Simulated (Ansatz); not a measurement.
# BaTiO3: pressure series

Take BaTiO$_{3}$ in the cubic perovskite structure (space group Pm-3m, No. 221) as the base.

Space group Pm-3m (No. 221); a = 4.0195 Å, b = 4.0195 Å, c = 4.0195 Å, α = 90.00°, β = 90.00°, γ = 90.00°

| atom | site | symmetry | x | y | z |
|---|---|---|---|---|---|
| Ba | 1a | m-3m | 0.0000 | 0.0000 | 0.0000 |
| Ti | 1b | m-3m | 0.5000 | 0.5000 | 0.5000 |
| O | 3c | 4/mm.m | 0.0000 | 0.5000 | 0.5000 |

Cell and atoms are relaxed at each pressure.

The values are results of PBE (Ansatz, a quantum-chemistry and plane-wave program; PAW; 420 eV plane waves; scalar-relativistic without spin-orbit coupling), earlier PAW set, not measurements.

Computed cases, in order: pressure −2 GPa; pressure −1 GPa; 0 GPa (base); pressure 0.9 GPa; pressure 2.1 GPa; pressure 4.5 GPa; pressure 9 GPa; pressure 15 GPa; pressure 22.5 GPa; pressure 30 GPa.

Between which two neighbouring cases does the gap turn between direct and indirect?

Between pressure 15 GPa (1.95 eV, indirect, R → Γ) and pressure 22.5 GPa (2.00 eV, direct at Γ). The whole series: pressure −2 GPa: 1.76 eV, indirect, R → Γ; pressure −1 GPa: 1.77 eV, indirect, R → Γ; 0 GPa (base): 1.79 eV, indirect, R → Γ; pressure 0.9 GPa: 1.80 eV, indirect, R → Γ; pressure 2.1 GPa: 1.81 eV, indirect, R → Γ; pressure 4.5 GPa: 1.84 eV, indirect, R → Γ; pressure 9 GPa: 1.89 eV, indirect, R → Γ; pressure 15 GPa: 1.95 eV, indirect, R → Γ; pressure 22.5 GPa: 2.00 eV, direct at Γ; pressure 30 GPa: 2.01 eV, direct at Γ.

Load acts through the strain it causes; cell and atoms are relaxed under it. Whether these cells are dynamically stable was not tested. Competing high-pressure phases were not computed. All final runs are without spin polarisation. Many cubic perovskites are stable only at high temperature; tilts and polar distortions were not tested. This is not the structure that BaTiO3 has at room temperature and ambient pressure.
